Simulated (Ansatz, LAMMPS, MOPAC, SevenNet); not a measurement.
## Ladder of methods for the elastic constant C11 of stishovite (SiO2)

Reference value: 462 GPa (measured, temperature not stated, no zero-point or thermal correction; as tabulated in Lakshtanov, Sinogeikin, Hellwig, Katsura, Bass et al., AGU Fall Meeting 2007 …).

| level (code) | value (GPa) | cell (Å³/atom) | difference (%) |
|---|---|---|---|
| Tersoff SiO.tersoff (LAMMPS) | 681 | 7.38 | +47 |
| PM7 semi-empirical Hartree-Fock (MOPAC) | 588 | 8.09 | +27 |
| SevenNet-0 | 440 | 8.03 | -4.8 |
| LDA (Ansatz) | 451 | 7.66 | -2.4 |
| PBE (Ansatz) | 387 | 8.05 | -16.2 |

Leaving aside Tersoff SiO.tersoff (doubt noted below): The reference's temperature isn't stated, so close values are not ranked against it.

The measured value isn't corrected to a static lattice, so vibrations enter the comparison. A static lattice is as a rule stiffer than a warm one, by over a tenth in soft solids.  Tersoff SiO.tersoff: the cell has another shape than the first-principles one, perhaps another minimum in the same group. PM7 semi-empirical Hartree-Fock (MOPAC): the method was fitted mainly to molecules. PM7 semi-empirical Hartree-Fock (MOPAC): the run uses a supercell at the zone centre in place of a k mesh. Each level is taken at its own relaxed cell. Ansatz's density-functional and Hartree–Fock values are scalar-relativistic unless marked +SOC, with PAW data made under PBE.

Empirical potentials (Tersoff SiO.tersoff) are fitted to chosen data: where that held the value shown, agreement is built in, and what lay outside the fit can be far off. Machine-learned potentials (SevenNet-0) are trained on DFT data: a solid inside that data is no test of them.

Differences are worked out from the printed values.

Ansatz is a program for electronic structure.
